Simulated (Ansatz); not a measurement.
Worked example: self-consistent single point of a (100) slab of BaTiO3 (cut from a parent of space group no. 38; 10 atoms in the cell) in Ansatz (a program for electronic structure).

Computed with LDA (PW92), default PAW files made with PBE (plane waves; Ansatz).

The change in words: vacuum of 7 angstrom (first run: 14 Å). Reference geometry:
```xyz
10
Lattice="4.0776 0.0000 0.0000 -4.0957 4.0776 0.0000 0.0000 0.0000 20.0049" Properties=species:S:1:pos:R:3 pbc="T T T"
Ba     4.0637     0.0139     9.0017
Ba     4.0637     0.0139    13.0049
O     -2.0213     3.9896     7.0000
O      0.0791     2.0035     7.0000
O     -1.9995     1.9907     9.0017
O     -2.0213     3.9896    11.0033
O      0.0791     2.0035    11.0033
O     -1.9995     1.9907    13.0049
Ti    -2.1236     2.1142     7.0000
Ti    -2.1236     2.1142    11.0033
```

Reference input (self-consistent single point, DFT, LDA (PW92), plane waves, default PAW files made with PBE): basis.ecutwfc = 30.9 Ry; kpoints.mp_grid.grid = 6 6 1; hamiltonian.xc = lda; hamiltonian.pseudopotentials = {kind: paw} (the program's default PAW files); scf.occupations.method = fermi_dirac; scf.occupations.width = 0.0037 Ry. This run's input differs from it in these lines:

Ansatz 0.2 input:
```diff
@@ -4,14 +4,14 @@
     - [-4.095744, 4.077589, 0.000000]
-    - [0.000000, 0.000000, 20.004917]
+    - [0.000000, 0.000000, 13.004916]
   atoms:
-    - { symbol: Ba, position_ang: [4.063664, 0.013905, 9.001693] }
-    - { symbol: Ba, position_ang: [4.063664, 0.013905, 13.004916] }
-    - { symbol: O, position_ang: [-2.021267, 3.989635, 7.000001] }
-    - { symbol: O, position_ang: [0.079054, 2.003523, 7.000001] }
-    - { symbol: O, position_ang: [-1.999542, 1.990679, 9.001693] }
-    - { symbol: O, position_ang: [-2.021267, 3.989635, 11.003304] }
-    - { symbol: O, position_ang: [0.079054, 2.003523, 11.003304] }
-    - { symbol: O, position_ang: [-1.999542, 1.990679, 13.004916] }
-    - { symbol: Ti, position_ang: [-2.123643, 2.114230, 7.000001] }
-    - { symbol: Ti, position_ang: [-2.123643, 2.114230, 11.003304] }
+    - { symbol: Ba, position_ang: [4.063664, 0.013905, 5.501691] }
+    - { symbol: Ba, position_ang: [4.063664, 0.013905, 9.504916] }
+    - { symbol: O, position_ang: [-2.021267, 3.989635, 3.500000] }
+    - { symbol: O, position_ang: [0.079054, 2.003523, 3.500000] }
+    - { symbol: O, position_ang: [-1.999542, 1.990679, 5.501691] }
+    - { symbol: O, position_ang: [-2.021267, 3.989635, 7.503303] }
+    - { symbol: O, position_ang: [0.079054, 2.003523, 7.503303] }
+    - { symbol: O, position_ang: [-1.999542, 1.990679, 9.504916] }
+    - { symbol: Ti, position_ang: [-2.123643, 2.114230, 3.500000] }
+    - { symbol: Ti, position_ang: [-2.123643, 2.114230, 7.503303] }
 basis:
```

Log, with long lists cut:

```
SCF iter   1: F=—  HF=-19805.703695 eV  |F-HF|=—  |Δ(HF+E_count)|=         —  Δρ=1.60e-2  dr2=7.40e-1  ethr=1.77e-3  ⟨swp⟩=9.5  Hψ=3106  notcnv=0
all-band conjugate gradients solve this SCF's bands
preconditioner: auto → Resta (q_TF=auto, 2.312 Å⁻¹)
SCF iter   2: F=—  HF=-19805.653388 eV  |F-HF|=—  |Δ(HF+E_count)|=   5.03e-2  Δρ=1.42e-2  dr2=4.42e-1  ethr=9.25e-4  ⟨swp⟩=3.0  Hψ=1209  notcnv=0  defer=30
   [... lines left out ...]
SCF iter   7: F=—  HF=-19805.571497 eV  |F-HF|=—  |Δ(HF+E_count)|=   1.25e-6  Δρ=1.10e-4  dr2=2.97e-5  ethr=2.10e-7  ⟨swp⟩=2.0  Hψ=855  notcnv=0  defer=32
SCF iter   8: F=—  HF=-19805.571445 eV  |F-HF|=—  |Δ(HF+E_count)|=   5.19e-5  Δρ=5.05e-5  dr2=5.33e-6  ethr=3.72e-8  ⟨swp⟩=2.0  Hψ=873  notcnv=0  defer=32
SCF iter   9: F=—  HF=-19805.571447 eV  |F-HF|=—  |Δ(HF+E_count)|=   1.59e-6  Δρ=1.35e-5  dr2=4.61e-7  ethr=6.66e-9  ⟨swp⟩=2.0  Hψ=981  notcnv=0  defer=32
SCF iter  10: F=-19805.571447 eV  HF=-19805.571447 eV  |F-HF|=3.13e-8  |Δ(HF+E_count)|=   1.18e-7  Δρ=4.86e-6  dr2=5.69e-8  ethr=1.25e-10  ⟨swp⟩=14.0  Hψ=3310  notcnv=0
SCF 1 converged in 10 iterations: F = -19805.571447 eV  dr2 = 5.69e-8
Free energy (F): -19805.571447 eV
Internal energy: -19805.571447 eV  (E = F + TS)
E sigma→0 (E₀):  -19805.571447 eV
Entropy (-TS):   -0.000000 eV (-0.000 meV/atom)
Fermi energy:    5.234698 eV
--- Forces (eV/Å), atoms counted from 1 ---
  atom   1  Ba    -0.05383111     0.05359250    -0.65390546
  atom   2  Ba    -0.09904278     0.09860378    -0.96600656
  atom   3  O      0.04634694    -0.89219120    -0.33315425
  atom   4  O      0.89238828    -0.04238311    -0.33315425
  atom   5  O     -0.08513196     0.08475462    -1.26149723
  atom   6  O      0.04305199    -0.14071290     0.06253338
  atom   7  O      0.14090276    -0.04242648     0.06253338
  atom   8  O      0.03697683    -0.03681293    -1.34303562
  atom   9  Ti    -0.77941210     0.77595739     3.27335266
  atom  10  Ti    -0.14226184     0.14163127     1.49234360
--- Stress (GPa, compression-positive) ---
      -11.433349      -0.126063      -0.357937
       -0.126063     -11.434469       0.356350
       -0.357937       0.356351      -8.433291
  P = ⅓ Tr σ = -10.4337 GPa (-104.337 kbar)
  The stress holds the Pulay correction. Without it, at fixed plane waves, as pw.x and ABINIT print it: P = -10.8828 GPa
```

The run converged in 10 iterations. Against the reference run the free energy falls by 3.3 meV/atom, the largest force goes from 3.261 to 3.453 eV/Å and the gap on the mesh goes from 1.566 to 1.618 eV.

The starting cell comes from a database of computed structures (which also holds hypothetical and non-ambient phases and stackings), without a prior relaxation at this level. The slab is cut from that crystal, and its faces are unrelaxed. Its lattice was rescaled by up to half a per cent. Spin polarisation is off, though cut faces can carry moments; a gap of a slab can lie between surface states. The two faces of this cut differ, and no dipole correction was used. Forces in this geometry exceed 1 eV/Å.
